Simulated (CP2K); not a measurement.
# Input and output of a self-consistent single point for Be5Co (F-43m, 6 atoms in the cell) (CP2K)

Method: CP2K with LDA (Pade form), GPW, DZVP-MOLOPT-SR-GTH basis, GTH-PADE potentials (GTH_POTENTIALS).

Input:

```
&GLOBAL
  PROJECT be5co
  RUN_TYPE ENERGY_FORCE
  PRINT_LEVEL LOW
&END GLOBAL
&FORCE_EVAL
  METHOD Quickstep
  STRESS_TENSOR ANALYTICAL
  &DFT
    BASIS_SET_FILE_NAME BASIS_MOLOPT
    POTENTIAL_FILE_NAME GTH_POTENTIALS
    &QS
      METHOD GPW
      EPS_DEFAULT 1E-10
    &END QS
    &MGRID
      CUTOFF 600
      REL_CUTOFF 40
      NGRIDS 5
    &END MGRID
    &SCF
      SCF_GUESS ATOMIC
      EPS_SCF 1E-6
      MAX_SCF 100
      ADDED_MOS 7
      &DIAGONALIZATION
        ALGORITHM STANDARD
      &END DIAGONALIZATION
      &MIXING
        METHOD BROYDEN_MIXING
        ALPHA 0.3
        NBUFFER 12
        BETA 1.5
      &END MIXING
      &SMEAR ON
        METHOD FERMI_DIRAC
        ELECTRONIC_TEMPERATURE [K] 1160.45
      &END SMEAR
    &END SCF
    &KPOINTS
      SCHEME MONKHORST-PACK 8 8 8
      GAMMA_CENTERED T
    &END KPOINTS
    &XC
      &XC_FUNCTIONAL PADE
      &END XC_FUNCTIONAL
    &END XC
    &PRINT
      &MO
        EIGENVALUES T
        OCCUPATION_NUMBERS T
        NDIGITS 8
        FILENAME mo
        &EACH
          QS_SCF 0
        &END EACH
        ADD_LAST NUMERIC
      &END MO
      &MULLIKEN OFF
      &END MULLIKEN
    &END PRINT
  &END DFT
  &SUBSYS
    &CELL
      ABC 4.07848600 4.07848558 4.07848596
      ALPHA_BETA_GAMMA 60.00000549 59.99999967 59.99999659
      PERIODIC XYZ
    &END CELL
    &COORD
      SCALED
      Be       0.25000000     0.25000000     0.25000000
      Be       0.62557000     0.62557000     0.12329000
      Be       0.62557000     0.12329000     0.62557000
      Be       0.62557000     0.62557000     0.62557000
      Be       0.12329000     0.62557000     0.62557000
      Co       0.00000000     0.00000000     0.00000000
    &END COORD
    &KIND Be
      BASIS_SET DZVP-MOLOPT-SR-GTH-q4
      POTENTIAL GTH-PADE-q4
    &END KIND
    &KIND Co
      BASIS_SET DZVP-MOLOPT-SR-GTH-q17
      POTENTIAL GTH-PADE-q17
    &END KIND
  &END SUBSYS
  &PRINT
    &FORCES ON
    &END FORCES
    &STRESS_TENSOR ON
    &END STRESS_TENSOR
  &END PRINT
&END FORCE_EVAL
```

Log, with long lists cut:

```
 GLOBAL| Method name                                                        CP2K
 GLOBAL| Project name                                                      be5co
 GLOBAL| Run type                                                   ENERGY_FORCE

 TOTAL NUMBERS AND MAXIMUM NUMBERS

  Total number of            - Atomic kinds:                                   2
                             - Atoms:                                          6
                             - Shell sets:                                     6
                             - Shells:                                        28
                             - Primitive Cartesian functions:                 36
                             - Cartesian basis functions:                     61
                             - Spherical basis functions:                     56

  Maximum angular momentum of- Orbital basis functions:                        3
                             - Local part of the GTH pseudopotential:          6
                             - Non-local part of the GTH pseudopotential:      3

 SCF PARAMETERS         Density guess:                                    ATOMIC
                        max_scf:                                             100
                        max_diis:                                              4
                        eps_scf:                                        1.00E-06
                        eps_diis:                                       1.00E-01
                        eps_eigval:                                     1.00E-05
                        level_shift [a.u.]:                             0.000000
                        added MOs                                         7    0
                        Mixing method:                            BROYDEN_MIXING
                                                charge density mixing in g-space
                        Smear method:                                FERMI_DIRAC
                        Electronic temperature [K]:                       1160.5
                        Electronic temperature [a.u.]:                  3.67E-03
                        Accuracy threshold:                             1.00E-10
                        No outer SCF

 Extrapolation method: initial_guess

 Number of electrons:                                                         37
 Number of occupied orbitals:                                                 19
 Number of molecular orbitals:                                                26

 Number of orbital functions:                                                 56
 Number of independent orbital functions:                                     56

 SCF WAVEFUNCTION OPTIMIZATION

  Step     Update method      Time    Convergence         Total energy    Change
     1 NoMix/Diag. 0.30E+00      -     1.41612774      -220.2182120438 -2.20E+02
     2 Broy./Diag. 0.30E+00      -     0.02556242      -218.4921584130  1.73E+00
     3 Broy./Diag. 0.30E+00      -     0.03166738      -217.7710654439  7.21E-01
     4 Broy./Diag. 0.30E+00      -     0.07474660      -218.1313000119 -3.60E-01
     5 Broy./Diag. 0.30E+00      -     0.00384522      -217.9806474934  1.51E-01
     6 Broy./Diag. 0.30E+00      -     0.00408995      -218.0186137045 -3.80E-02
     7 Broy./Diag. 0.30E+00      -     0.00013442      -218.0139774571  4.64E-03
     8 Broy./Diag. 0.30E+00      -     0.00022779      -218.0155622900 -1.58E-03
     9 Broy./Diag. 0.30E+00      -     0.00005442      -218.0142273645  1.33E-03
    10 Broy./Diag. 0.30E+00      -     0.00002726      -218.0140814831  1.46E-04
    11 Broy./Diag. 0.30E+00      -     0.00000379      -218.0141896934 -1.08E-04
    12 Broy./Diag. 0.30E+00      -     0.00000229      -218.0142256596 -3.60E-05
    13 Broy./Diag. 0.30E+00      -     0.00000064      -218.0142356568 -1.00E-05

  *** SCF run converged in    13 steps ***

  Electronic density on regular grids:        -36.9999999806        0.0000000194
  Core density on regular grids:               36.9999999981       -0.0000000019
  Total charge density on r-space grids:        0.0000000175
  Total charge density g-space grids:           0.0000000175

  Overlap energy of the core charge distribution:               0.00000000000000
  Self energy of the core charge distribution:               -299.08771747553322
  Core Hamiltonian energy:                                     67.01731485963825
  Hartree energy:                                              42.40973419093802
  Exchange-correlation energy:                                -28.35050161200860
  Electronic entropic energy:                                  -0.00306562065068
  Fermi energy:                                                 0.29482375918606

  Total energy:                                              -218.01423565677544
  Total energy (extrapolated to T->0):                       -218.01270284645011

 ENERGY| Total FORCE_EVAL ( QS ) energy [hartree]           -218.014233485510431

 FORCES| Atomic forces [hartree/bohr]
 FORCES|   Atom     x               y               z               |f|
 FORCES|      1 -2.34216198E-07 -1.35478656E-07 -9.45908008E-08   2.86634110E-07
 FORCES|      2  2.24650678E-07  1.33135964E-07 -4.63367375E-04   4.63367449E-04
 FORCES|      3  2.24643120E-07 -4.36821642E-04  1.54579136E-04   4.63365846E-04
 FORCES|      4  3.78201002E-04  2.18352057E-04  1.54396495E-04   4.63197470E-04
 FORCES|      5 -3.78189150E-04  2.18604569E-04  1.54575035E-04   4.63366413E-04
 FORCES|      6 -1.88967090E-07 -1.10724477E-07 -7.32018808E-08   2.30926366E-07
 FORCES| Sum     3.79617581E-08  2.19170889E-08  1.54981115E-08
 FORCES| Total atomic force                                       4.64934976E-08

 STRESS| Analytical stress tensor [bar]
 STRESS|                        x                   y                   z
 STRESS|      x       -6.76081700686E+04   4.53354703537E+00   3.20593372411E+00
 STRESS|      y        4.53354703537E+00  -6.76130255675E+04   1.97358325431E+00
 STRESS|      z        3.20593372411E+00   1.97358325431E+00  -6.76148419649E+04
 STRESS| 1/3 Trace                                            -6.76120125337E+04
```

The run converged in 13 iterations.

The starting cell comes from a database of computed structures (which also holds hypothetical and non-ambient phases and stackings), without a prior relaxation at this level. Spin polarisation is off. Values carry the incompleteness of an atom-centred basis. With a pressure of about -7 GPa the cell is away from its equilibrium volume at this level.

Cost on one core of a shared machine: roughly 3 min.
